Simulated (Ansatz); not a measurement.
Results of LDA in Ansatz (plane waves, PAW) for L1₂ (Cu3Au-type) Al3Sc.

Run with plane-wave cutoff 520 eV, 14×14×14 k mesh, Fermi–Dirac smearing 0.05 eV, scalar-relativistic PAW data made under PBE.

Equation-of-state points:

```
V (Å³/atom)  E − E_lowest (meV/atom)  P (GPa)
-----------  -----------------------  -------
15.405                         19.69     6.76
15.733                          8.44     4.28
16.060                          2.03     2.03
16.388                          0.00    -0.01
16.716                          1.92    -1.84
17.044                          7.41    -3.50
17.371                         16.11    -4.99
```

Question: Estimate the bulk modulus from the pressures at 16.060 and 16.716 Å³/atom, and compare it with a fit to all energies.

Answer: B = −V dP/dV. Between V = 16.060 and 16.716 Å³/atom, dP/dV = (-1.84 − (2.03))/(16.716 − 16.060) = -5.90 GPa per Å³/atom; at the midpoint 16.388 Å³/atom this gives B ≈ 96.7 GPa. The third-order Birch–Murnaghan fit gives V0 = 16.387 Å³/atom, B0 = 96.4 GPa, B′ = 4.1, which lies within 1 % of that estimate.

Measured, for comparison: bulk modulus 91.5 ± 1 GPa (298 K, no zero-point or thermal correction, polycrystal; as tabulated in A Combined Experimental and First-Principles Based Assessment of …); equilibrium volume per atom 17.27 Å³/atom (room temperature, no zero-point or thermal correction; as tabulated in A Combined Experimental and First-Principles Based Assessment of …). Computed (rounded) less measured: bulk modulus +5 %, equilibrium volume per atom -5.1 %. A static lattice is as a rule a little smaller and stiffer than an uncorrected measurement, which narrows the difference in the bulk modulus and would widen misses of the other sign.

The result took about 90 core-seconds (a rough figure).

Ansatz is a program for electronic structure.
